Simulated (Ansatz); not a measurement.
Input and output of a self-consistent single point for CaAlSiH (P3m1, 4 atoms in the cell) (Ansatz, a program for electronic structure).

Method: PBEsol, harder PAW files (source: ansatz) made with PBE (plane waves; Ansatz).

```yaml
crystal:
  lattice:
    - [4.13085, 0.00000, 0.00000]
    - [-2.06542, 3.57742, 0.00000]
    - [0.00000, 0.00000, 4.68414]
  atoms:
    - { symbol: Ca, position: [0.00000, 0.00000, 0.01059] }
    - { symbol: Al, position: [0.66667, 0.33333, 0.45711] }
    - { symbol: Si, position: [0.33333, 0.66667, 0.56589] }
    - { symbol: H, position: [0.66667, 0.33333, 0.08378] }
```

Reference input (self-consistent single point, DFT, PBEsol, plane waves, default PAW files made with PBE): basis.ecutwfc = 420 eV; kpoints.mp_grid.grid = 7 7 5; hamiltonian.xc = pbesol; hamiltonian.pseudopotentials = {kind: paw} (the program's default PAW files); scf.occupations.method = fermi_dirac; scf.occupations.width = 0.01 eV. This run's input differs from it in these lines:

Ansatz 0.2 input:
```diff
@@ -12,3 +12,3 @@
 basis:
-  ecutwfc: 420.0
+  ecutwfc: 900.0
 kpoints:
@@ -17,3 +17,3 @@
   xc: pbesol
-  pseudopotentials: { kind: paw }
+  pseudopotentials: { kind: paw, source: ansatz }
 scf:
```

The program printed (abridged):

```
SCF iter   1: F=—  HF=-4851.010703 eV  |F-HF|=—  |Δ(HF+E_count)|=         —  Δρ=4.21e-2  dr2=1.20e0  ethr=3.10e-3  ⟨swp⟩=8.8  Hψ=3836  notcnv=0
all-band conjugate gradients solve this SCF's bands
preconditioner: auto → Resta (q_TF=auto, 2.317 Å⁻¹)
SCF iter   2: F=—  HF=-4850.683836 eV  |F-HF|=—  |Δ(HF+E_count)|=   3.27e-1  Δρ=2.17e-2  dr2=3.45e-1  ethr=3.10e-3  ⟨swp⟩=2.7  Hψ=1127  notcnv=0
SCF iter   3: F=—  HF=-4850.572486 eV  |F-HF|=—  |Δ(HF+E_count)|=   1.11e-1  Δρ=3.39e-3  dr2=6.02e-3  ethr=1.33e-3  ⟨swp⟩=2.8  Hψ=862  notcnv=0
SCF iter   4: F=—  HF=-4850.573046 eV  |F-HF|=—  |Δ(HF+E_count)|=   5.60e-4  Δρ=8.22e-4  dr2=3.82e-4  ethr=2.32e-5  ⟨swp⟩=3.8  Hψ=1406  notcnv=0
SCF iter   5: F=—  HF=-4850.573061 eV  |F-HF|=—  |Δ(HF+E_count)|=   1.43e-5  Δρ=1.76e-4  dr2=2.70e-5  ethr=1.47e-6  ⟨swp⟩=2.5  Hψ=967  notcnv=0
SCF iter   6: F=—  HF=-4850.573141 eV  |F-HF|=—  |Δ(HF+E_count)|=   8.00e-5  Δρ=4.13e-5  dr2=9.99e-7  ethr=1.04e-7  ⟨swp⟩=2.8  Hψ=870  notcnv=0
SCF iter   7: F=-4850.573141 eV  HF=-4850.573141 eV  |F-HF|=3.27e-8  |Δ(HF+E_count)|=   1.04e-7  Δρ=1.10e-5  dr2=6.40e-8  ethr=3.85e-10  ⟨swp⟩=8.2  Hψ=3218  notcnv=0
SCF 1 converged in 7 iterations: F = -4850.573141 eV  dr2 = 6.40e-8
Free energy (F): -4850.573141 eV
Internal energy: -4850.573141 eV  (E = F + TS)
E sigma→0 (E₀):  -4850.573141 eV
Fermi energy:    7.448264 eV
--- Forces (eV/Å), atoms counted from 1 ---
  atom   1  Ca     0.00000000     0.00000000    -0.15183946
  atom   2  Al     0.00000000     0.00000000     0.17656298
  atom   3  Si     0.00000000    -0.00000000     0.05633474
  atom   4  H      0.00000000    -0.00000000    -0.08108588
--- Stress (GPa, compression-positive) ---
       -1.097235       0.000000       0.000000
        0.000000      -1.097235       0.000000
       -0.000000       0.000000      -1.544385
  P = ⅓ Tr σ = -1.2463 GPa (-12.463 kbar)
  The stress holds the Pulay correction. Without it, at fixed plane waves, as pw.x and ABINIT print it: P = -1.2513 GPa
```

The run converged in 7 iterations. Against the reference run the pressure moves little (-1.22 to -1.25 GPa), the largest force hardly changes (0.181 to 0.177 eV/Å) and the gap on the mesh hardly changes (0.529 to 0.528 eV).

The starting cell comes from a database of computed structures (which also holds hypothetical and non-ambient phases and stackings), without a prior relaxation at this level. Its lattice was rescaled by up to half a per cent. One atom was moved a little off its site on purpose. Ansatz's pressure includes its estimate of the finite-basis (Pulay) stress.
